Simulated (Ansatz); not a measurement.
Nb_Si in metastable 2H silicon carbide: one set of geometries, relaxed with PBE, evaluated in Ansatz (PAW, plane waves to 420 eV, 500 eV under r2SCAN) with PBE, r2SCAN.

Details: 96-site cell; 2×2×2 shifted k-points; start: the Si site; charged states image-corrected; not converged in cell size; flagged in the runs: a host whose relaxation on this sampling wasn't shown to rest.

```csv
quantity,PBE,r2SCAN
host gap (eV),2.31,[?]
ε(+1/0) above the VBM (eV),1.53,[?]
ε(0/−1) above the VBM (eV),2.12,[?]
"neutral formation energy against bcc Nb, silicon (eV)",3.25,[?]
largest moment on one atom at charge 0 (μB),0.33,[?]
largest moment on one atom at charge −1 (μB),0.60,[?]
```

Question: Given the lower rungs, what does r2SCAN give?

Answer: 
- host gap (eV), r2SCAN: 2.68
- ε(+1/0) above the VBM (eV), r2SCAN: 1.66
- ε(0/−1) above the VBM (eV), r2SCAN: 2.31
- neutral formation energy against bcc Nb, silicon (eV), r2SCAN: 3.07
- largest moment on one atom at charge 0 (μB), r2SCAN: 0.37
- largest moment on one atom at charge −1 (μB), r2SCAN: 0.67

Ansatz is a program for electronic structure.
